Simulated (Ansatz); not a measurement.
System: Os-vacancy pair (Os on one host Ru site, one Ru site vacant) in hcp Ru (neutral cell). Method: PBE, PAW (plane waves to 420 eV; Ansatz, an electronic-structure program).

Settings: 36 host sites, the relaxed PBE lattice, a 2×2×2 k-point mesh shifted by half a step along c, smearing 0.10 eV, spin-restricted, no image-charge correction. Energies are static. Spin-orbit coupling is left out. Forms of the defect that were not tried may lie lower.

Barriers: single points on a 4×4×4 k-point mesh shifted by half a step along c at the bands' geometries (they differ from the bands' own by up to 0.14 eV, and are uncertain by about as much).

The step: direct exchange of Os with the vacancy (Os-vacancy distance between ideal sites 2.66 Å throughout). Atoms about the jump, Cartesian Å from the middle of the jump, before and after:

```csv
atom,x0,y0,z0,x1,y1,z1
Os1,0.65,0.38,-1.07,-0.65,-0.38,1.07
Ru2,0.68,1.98,1.07,0.68,1.93,1.06
Ru3,-2.01,0.38,-1.06,-2.05,0.40,-1.07
Ru4,2.05,-0.40,1.07,2.01,-0.38,1.06
Ru5,-0.67,-1.93,-1.06,-0.68,-1.98,-1.07
Ru6,-0.68,2.74,-1.08,-0.69,2.76,-1.08
Ru7,-2.05,1.98,1.08,-2.03,1.96,1.08
Ru8,2.03,-1.96,-1.08,2.05,-1.98,-1.08
Ru9,0.69,-2.76,1.08,0.68,-2.74,1.08
```

Task: Where do these atoms stand at the saddle point, and how high is it?

Result: 
```csv
atom,x,y,z
Os1,0.00,0.00,-0.01
Ru2,0.73,2.08,1.14
Ru3,-2.17,0.41,-1.16
Ru4,2.16,-0.41,1.14
Ru5,-0.73,-2.08,-1.15
Ru6,-0.69,2.72,-1.08
Ru7,-2.01,1.96,1.07
Ru8,2.01,-1.96,-1.08
Ru9,0.69,-2.72,1.07
```
It lies 2.59 eV above the start and 2.59 eV above the end. The saddle point's order was not checked, and it lies on a symmetry element of the cell, where a band can be held.
